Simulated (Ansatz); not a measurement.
BGeCN (model structure, started from the AlSiCN type, P3m1, No. 156, 4 atoms in the cell) was calculated with r²SCAN (plane waves, PAW; Ansatz, a first-principles code).

Settings: plane-wave cutoff 560 eV, 12×12×8 k mesh (along the axes of the cell as run), Fermi–Dirac smearing 0.01 eV, scalar-relativistic PAW data made under PBE.

Cell (relaxed with PBE-D3(BJ)):

```cif
data_CBGeN
_chemical_formula_sum 'B1 Ge1 C1 N1'
_space_group_name_H-M_alt 'P3m1'
_space_group_IT_number 156
_space_group_name_Hall 'P 3 -2"'
_cell_length_a 2.95645
_cell_length_b 2.95645
_cell_length_c 4.79446
_cell_angle_alpha 90.000
_cell_angle_beta 90.000
_cell_angle_gamma 120.000
loop_
_atom_site_label
_atom_site_type_symbol
_atom_site_symmetry_multiplicity
_atom_site_Wyckoff_symbol
_atom_site_fract_x
_atom_site_fract_y
_atom_site_fract_z
_atom_site_occupancy
B1 B 1 b 0.33333 0.66667 0.48819 1
Ge1 Ge 1 c 0.66667 0.33333 0.00296 1
C1 C 1 b 0.33333 0.66667 0.15730 1
N1 N 1 c 0.66667 0.33333 0.60155 1
```

Task: Predict the band gap and smallest direct gap on the k points sampled.

Result: 
band gap: 2.42 eV (indirect)
smallest direct gap on the k points sampled: 2.64 eV

Note: the relaxation could raise the start's symmetry but not lower it, so the cell can be a saddle point; cell and atoms aren't relaxed at this level (largest force component 0.33 eV/Å, pressure -0.6 GPa).

Spin–orbit coupling is not included.

Computed values are for the static lattice.

It cost roughly 12 core-seconds of CPU time.

A model structure was made by putting elements into a prototype or built by hand; it is no filed structure, need not be a known phase, and can be a saddle point held by its symmetry.
